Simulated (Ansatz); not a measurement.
The reference is AlRu in the CsCl type structure (space group Pm-3m, No. 221; relaxed with 0.1 eV smearing).

```yaml
crystal:
  lattice:
    - [2.97703, 0.00000, 0.00000]
    - [0.00000, 2.97703, 0.00000]
    - [0.00000, 0.00000, 2.97703]
  atoms:
    - { symbol: Al, position: [0.50000, 0.50000, 0.50000] }
    - { symbol: Ru, position: [0.00000, 0.00000, 0.00000] }
```

Cartesian axes are those of the cell as printed.

The values are results of PBEsol (Ansatz, a quantum-chemistry and plane-wave program), spin-orbit coupling left out, not measurements.

Before the change:

```
Property                        Result
-----------------------------  -------
Pressure                       0.0 GPa
Shortest interatomic distance  2.578 Å
```

One thing is altered: tensile biaxial strain of 0.50 % in the plane normal to [001], as in epitaxy on a mismatched substrate; the out-of-plane cell vector and the atoms relax.

Task: Estimate the effect on the energy relative to the base.

Result: The energy increases by 0.7 meV/atom.

Task: Estimate the effect on the pressure.

Result: The pressure (mean of the normal stresses, compression positive) goes from zero to -1.1 GPa.

Task: How does this affect the shortest interatomic distance?

Result: The shortest interatomic distance rises by 0.005 Å to 2.583 Å.

Whether these cells are dynamically stable was not tested. All final runs are without spin polarisation.
